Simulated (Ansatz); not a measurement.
Worked example: relaxation of the atoms of BaSbPt (P3m1, 3 atoms in the cell) in Ansatz (a first-principles code).

Level of theory: LDA (PW92), default PAW files made with PBE (plane waves; Ansatz).

The change in words: one atom moved by 0.15 angstrom; relax: default → atoms; relax.f_tol: default → 0.005 eV/Å. Reference geometry:
```
BaSbPt
1.0
    4.59084     0.00000     0.00000
   -2.29542     3.97578     0.00000
    0.00000     0.00000     5.01134
Ba Sb Pt
1 1 1
Direct
  0.00000   0.00000   0.00000
  0.66667   0.33333   0.50000
  0.33333   0.66667   0.50000
```

Reference input (self-consistent single point, DFT, LDA (PW92), plane waves, default PAW files made with PBE): basis.ecutwfc = 420 eV; kpoints.mp_grid.grid = 8 8 7; hamiltonian.xc = lda; hamiltonian.pseudopotentials = {kind: paw} (the program's default PAW files); scf.occupations.method = gaussian; scf.occupations.width = 0.1 eV. This run's input differs from it in these lines:

```diff
@@ -6,3 +6,3 @@
   atoms:
-    - { symbol: Ba, position: [0.000000, 0.000000, 0.000000] }
+    - { symbol: Ba, position: [0.000000, 0.000000, 0.029932] }
     - { symbol: Sb, position: [0.666667, 0.333333, 0.500000] }
@@ -18,2 +18,4 @@
   occupations: { method: gaussian, width: 0.1 }
+relax:
+  f_tol: 0.005
 output:
```

Output, abridged:

```
   [... SCF lines of the steps left out ...]
relax step   1: F+E_penalty+E_count = -24363.09524773 eV  Δ(F+E_penalty+E_count) = +0.000e0 eV  max|allowed force component| = 3.597e-1 eV/Å  Δτ_max = 0.0000 Å  (7 SCF iters, dr2 threshold 6.25e-7 eV, accepted)
relax step   2: F+E_penalty+E_count = -24363.11849836 eV  Δ(F+E_penalty+E_count) = -2.325e-2 eV  max|allowed force component| = 8.418e-2 eV/Å  Δτ_max = 0.0638 Å  (5 SCF iters, dr2 threshold 8.09e-6 eV, accepted)
relax step   3: F+E_penalty+E_count = -24363.12197085 eV  Δ(F+E_penalty+E_count) = -3.472e-3 eV  max|allowed force component| = 5.163e-3 eV/Å  Δτ_max = 0.0488 Å  (7 SCF iters, dr2 threshold 4.43e-7 eV, accepted)
relax step   4: F+E_penalty+E_count = -24363.12198450 eV  Δ(F+E_penalty+E_count) = -1.365e-5 eV  max|allowed force component| = 3.195e-4 eV/Å  Δτ_max = 0.0033 Å  (6 SCF iters, accepted)
the relaxation is at rest under the 6 symmetry operations that the run kept from its start: a minimum is not shown …
Free energy (F): -24363.121984 eV
Internal energy: -24363.110812 eV  (E = F + TS)
E sigma→0 (E₀):  -24363.116398 eV
Entropy (-TS):   -0.011173 eV (-3.724 meV/atom)
Fermi energy:    10.370062 eV
--- Forces (eV/Å), atoms counted from 1 ---
  atom   1  Ba     0.00000000    -0.00000000    -0.00023755
  atom   2  Sb     0.00000000     0.00000000    -0.00011210
  atom   3  Pt     0.00000000    -0.00000000     0.00030436
--- Stress (GPa, compression-positive) ---
       -5.189741       0.000000      -0.000000
       -0.000000      -5.189741       0.000000
   [... lines left out ...]
  F+E_penalty+E_count = -24363.12198450 eV   max|allowed force component| = 3.195e-4 eV/Å
  atoms:
    - { symbol: Ba, position: [-2.7887790941356223e-18, -7.791815114263924e-35, 0.010003591029435193] }
    - { symbol: Sb, position: [0.6666666666666666, 0.3333333333333333, 0.5099955980766309] }
    - { symbol: Pt, position: [0.3333333333333333, 0.6666666666666666, 0.509932810893934] }
```

The run converged. 

Summary of the result:
| Quantity | Result |
|---|---|
| Free energy E − TS (on the zero of these files) | -24363.1220 eV |
| Fermi level (on the code's own zero) | 10.37 eV |
| Pressure | -4.90 GPa |
| Relaxation steps | 4 |

The starting cell comes from a database of computed structures (which also holds hypothetical and non-ambient phases and stackings), without a prior relaxation at this level. Its lattice was rescaled by up to half a per cent. For this run, on top of that: one atom moved by 0.15 angstrom. Spin polarisation is off. The relaxation keeps the symmetry of its start, so its end need not be a minimum. Ansatz's pressure includes its estimate of the finite-basis (Pulay) stress.

Cost on one core of a shared machine: roughly 60 s.

Keys are those of Ansatz 0.2.
